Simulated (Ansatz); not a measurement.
Given:

```
CELL_PARAMETERS angstrom
      3.73855     0.00000     0.00000
      0.00000     3.73855     0.00000
      0.00000     0.00000     3.73855
ATOMIC_POSITIONS crystal
  Sr 0.00000 0.00000 0.00000
  Ti 0.50000 0.50000 0.50000
  O  0.50000 0.00000 0.50000
  O  0.00000 0.50000 0.50000
  O  0.50000 0.50000 0.00000
```

No spin polarisation.

The values are results of Kohn–Sham DFT with the LDA functional, run in Ansatz (a program for electronic structure) with PAW and 420 eV plane waves, scalar-relativistic without spin-orbit coupling, not measurements. Γ-centred 9×9×9 mesh, Fermi–Dirac width 0.05 eV.

Problem. Predict the pressure, band gap, space group and smallest direct gap.

Solution. The pressure is 22.50 GPa. The band gap is 2.00 eV and the space group comes out as Pm-3m (No. 221). The smallest direct gap is 2.23 eV.

The cells carry an imposed strain or load. No phonon test of stability was made. The final runs are not spin-polarised. The cell was made from SrTiO3 in the cubic perovskite structure (space group Pm-3m, No. 221) by this change: isotropic strain −3.00 %. Many cubic perovskites are stable only at high temperature; tilts and polar distortions were not tested.
